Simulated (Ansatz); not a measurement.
Hops of point defects in rock-salt TiN, each between lowest sites run for its defect: PBE bands (Ansatz, a program for electronic structure, plane waves to 420 eV, PAW, climbing-image NEB) beside r2SCAN single points (500 eV) at the PBE geometries. Static nuclei, no finite-size correction. The rows are a random draw from the bands that converged and passed our checks of state and shape. Saddle orders were checked for a part of the study's bands only and are not shown. Vacancies start on their lattice site; split forms were not set up.

```
Row                                           Defect                                                                                           Route  Hop (Å)        Cell and PBE mesh  r2SCAN k-points  PBE barrier x (eV)  r2SCAN barrier y (eV)
---  -----------------------------------------------  ----------------------------------------------------------------------------------------------  -------  -----------------------  ---------------  ------------------  ---------------------
1                           interstitial O, charge 0                                                                                O moves farthest     2.12  64 sites, 3×3×3 shifted        same mesh                1.76                   1.89
2                          interstitial Cu, charge 0                                                                               Cu moves farthest     2.12  64 sites, 2×2×2 shifted        same mesh                1.35                   1.36
3        O-vacancy pair (O on N, N vacant), charge 0    O changes places with the vacancy (O-vacancy distance between ideal sites 3.00 Å throughout)     2.99  64 sites, 2×2×2 shifted        same mesh                2.33                   2.50
4    Mg-vacancy pair (Mg on Ti, Ti vacant), charge 0  Mg changes places with the vacancy (Mg-vacancy distance between ideal sites 3.00 Å throughout)     2.84  64 sites, 2×2×2 shifted        same mesh                2.38                   2.42
5    Cu-vacancy pair (Cu on Ti, Ti vacant), charge 0  Cu changes places with the vacancy (Cu-vacancy distance between ideal sites 3.00 Å throughout)     1.80  64 sites, 2×2×2 shifted        same mesh                0.25                   0.24
6    Si-vacancy pair (Si on Ti, Ti vacant), charge 0  Si changes places with the vacancy (Si-vacancy distance between ideal sites 3.00 Å throughout)     2.79  64 sites, 2×2×2 shifted        same mesh                0.97                      ?
```

### Question
Fit a straight line y = a x + b to rows 1 to 5, predict row 6, and compare with the computed value.

### Answer
Means: x̄ = 1.614, ȳ = 1.682 eV. Sums: Sxx = 3.051, Sxy = 3.233 eV². So a = Sxy/Sxx = 1.060 and b = ȳ − a x̄ = -0.029 eV, with a scatter of 0.07 eV about the line. Row 6: 1.060 × 0.97 − 0.029 ≈ 1.00 eV. The computed r2SCAN value is 0.75 eV, -0.25 eV from the line, beyond the scatter. The line only summarises these rows of one host.
